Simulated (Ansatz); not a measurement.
Start from TiB2 (space group P6/mmm, No. 191; a = 3.032 Å, c = 3.224 Å).

(Cell as relaxed with PBE.)

Levels (all Ansatz, a first-principles code, PAW, earlier PAW set): PBE (420 eV, no spin-orbit coupling); r2SCAN (500 eV, no SOC).

Each level relaxes its own structure.

```
base                      PBE    r2SCAN
-------------------  --------  --------
volume per atom       8.56 Å³   8.52 Å³
lattice parameter a  303.2 pm  302.5 pm
band gap                 zero      zero
```

One thing is altered: cell and atoms relaxed at a pressure of 60 GPa.

```csv
quantity,PBE,r2SCAN
lattice parameter a,288.3 pm,…
c/a ratio,1.042,…
```

**Question.** Given the PBE results, estimate those of r2SCAN.

**Answer.** 
- lattice parameter a, r2SCAN: 288.0 pm
- c/a ratio, r2SCAN: 1.044

PBE's lattice parameter a lies 0.35 pm above r2SCAN's (0.1 %); PBE's c/a ratio lies 0.0025 below r2SCAN's. Neither level is exact; r2SCAN is the comparison here, not a measurement.

Load acts through the strain it causes; cell and atoms are relaxed under it. Whether these cells are dynamically stable was not tested. No other phases were tried under pressure. The final runs are not spin-polarised.
